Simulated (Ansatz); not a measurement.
Start from Al₂Cu (space group I4/mcm, No. 140; a = 6.002 Å, c = 4.814 Å). Axes: x, y, z lie along a, b, c of the conventional cell.

The values are results of Ansatz (a quantum-chemistry and plane-wave program), PBEsol, PAW, cutoff 420 eV, without spin-orbit coupling, earlier PAW set, not measurements.

Base values:

Pressure: 0.0 GPa

One thing is altered: strain tensor (xx, yy, zz, yz, xz, xy) = (+0.54, +1.00, −0.70, −2.02, +0.17, +0.13) %, atoms relaxed at fixed cell.

Problem. How does this affect the energy relative to the base, largest internal atomic displacement and pressure?

Solution. The energy increases by 3.2 meV/atom; the largest internal atomic displacement is 0.024 Å; the pressure (mean of the normal stresses, compression positive) goes from zero to -0.8 GPa.

Without a gap, meshes like the base's 12×12×12 leave anisotropic stresses uncertain by several tenths of a GPa, and small strain energies with them. Whether these cells are dynamically stable was not tested. All final runs are without spin polarisation.
